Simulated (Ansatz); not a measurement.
These are PBE (plane waves to 420 eV, PAW; Ansatz, a program for electronic structure) values and carry that method's errors.

Planar average of the electrostatic potential across the slab, in eV from the Fermi level, for the (100) surface of rock-salt TiN, W on all Ti sites of the top plane (bottom of the slab: a bare face, its two planes held):

| z (Å) | V (eV) |
|---|---|
| 3.94 | 2.54 |
| 4.22 | 2.53 |
| 4.50 | 2.53 |
| 4.78 | 2.52 |
| 5.06 | 2.50 |
| 5.34 | 2.47 |
| 5.62 | 2.42 |
| 5.91 | 2.34 |
| 6.19 | 2.19 |
| 6.47 | 1.91 |
| 6.75 | 1.36 |
| 7.03 | 0.25 |
| 7.31 | -2.30 |
| 7.59 | -7.84 |
| 7.88 | -15.01 |
| 8.16 | -18.73 |
| 8.44 | -16.36 |
| 8.72 | -9.69 |
| 9.00 | -3.94 |
| 9.28 | -2.32 |
| 9.56 | -5.03 |
| 9.84 | -11.59 |
| 10.12 | -17.75 |
| 10.41 | -18.72 |
| 10.69 | -13.82 |
| 10.97 | -6.82 |
| 11.25 | -2.90 |
| 11.53 | -3.27 |
| 11.81 | -7.78 |
| 12.09 | -14.74 |
| 12.38 | -18.97 |
| 12.66 | -17.15 |
| 12.94 | -10.58 |
| 13.22 | -4.45 |
| 13.50 | -2.59 |
| 13.78 | -5.07 |
| 14.06 | -11.19 |
| 14.34 | -17.37 |
| 14.62 | -18.79 |
| 14.91 | -14.21 |
| 15.19 | -6.98 |
| 15.47 | -2.62 |
| 15.75 | -2.48 |
| 16.03 | -6.74 |
| 16.31 | -14.14 |
| 16.59 | -18.95 |
| 16.88 | -17.72 |
| 17.16 | -11.77 |
| 17.44 | -6.36 |
| 17.72 | -5.25 |
| 18.00 | -9.41 |
| 18.28 | -15.38 |
| 18.56 | -21.12 |
| 18.84 | -24.19 |
| 19.12 | -20.75 |
| 19.41 | -11.72 |
| 19.69 | -3.04 |
| 19.97 | 0.84 |
| 20.25 | 2.36 |
| 20.53 | 3.02 |
| 20.81 | 3.32 |
| 21.09 | 3.45 |
| 21.38 | 3.52 |
| 21.66 | 3.55 |
| 21.94 | 3.56 |
| 22.22 | 3.57 |
| 22.50 | 3.57 |
| 22.78 | 3.57 |
| 23.06 | 3.57 |
| 23.34 | 3.57 |

Slab: 12 atoms, 10.6 Å thick at the start with caps and adatoms (thin: gaps and levels are the slab's own); k 12x12x1, smearing 0.1 eV, dipole-corrected; 4 atoms held, the rest relaxed; symmetry of the start imposed; no spin, no spin-orbit, no U. In PBE it is, or lies within 0.01 eV a 1x1 cell of, the lowest of the 2 structures of its composition computed so far; subsurface sites and larger cells were not tried.

Q: The surface cell has an area of 9.02 Å². What dipole along the normal does the step between the two vacuum levels imply?

A: the top vacuum level lies 1.03 eV above the bottom one; p = −ε₀ A ΔV (ε₀ = 0.005526 e/(V·Å)) gives -0.05 e·Å a cell.
